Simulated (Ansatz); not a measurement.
Take Li₃Bi (space group Fm-3m, No. 225; a = 6.653 Å; a cell from a computed database, its experimental status unchecked) as the base.

The change: every lattice vector is stretched by 0.33 %; the atoms relax in the strained cell.

Levels (all Ansatz, a program for electronic structure, PAW): PBEsol (420 eV, no SOC); r2SCAN (500 eV, no spin-orbit coupling); HSE06 (420 eV, scalar-relativistic without spin-orbit coupling).

One geometry, relaxed with PBEsol, under each level:

| level | band gap | lowest conduction level above the VBM at special points | electron mass | pressure |
|---|---|---|---|---|
| PBEsol | 0.39 eV | X 0.39 eV; Γ 1.03 eV; K 1.19 eV; U 1.19 eV | 0.72 mₑ along k, 0.27 mₑ across (at X) | -0.29 GPa |
| r2SCAN | (withheld) | (withheld) | (withheld) | (withheld) |
| HSE06 | (withheld) | (withheld) | – | – |

Task: Give the withheld r2SCAN and HSE06 results.

Result: 
- r2SCAN, band gap: 0.77 eV
- r2SCAN, lowest conduction level above the VBM at special points: X 0.77 eV; Γ 1.62 eV; K 1.61 eV; U 1.61 eV
- r2SCAN, electron mass: 0.68 mₑ along k, 0.26 mₑ across (at X)
- r2SCAN, pressure: 0.37 GPa
- HSE06, band gap: 0.81 eV
- HSE06, lowest conduction level above the VBM at special points: X 0.81 eV; Γ 1.62 eV; K 1.68 eV

Single points use the geometry relaxed with PBEsol. Their cutoffs differ, which shifts pressures a little. The hybrid gap comes from the SCF mesh plus the semilocal run's edge points and a few special points and is an upper bound. With Bi present, leaving out spin-orbit coupling can change the band edges. Masses are band curvatures over ±0.01 Å⁻¹ around the edge. Along k means along the line from Γ to the band edge. Stability against distortions was not tested.
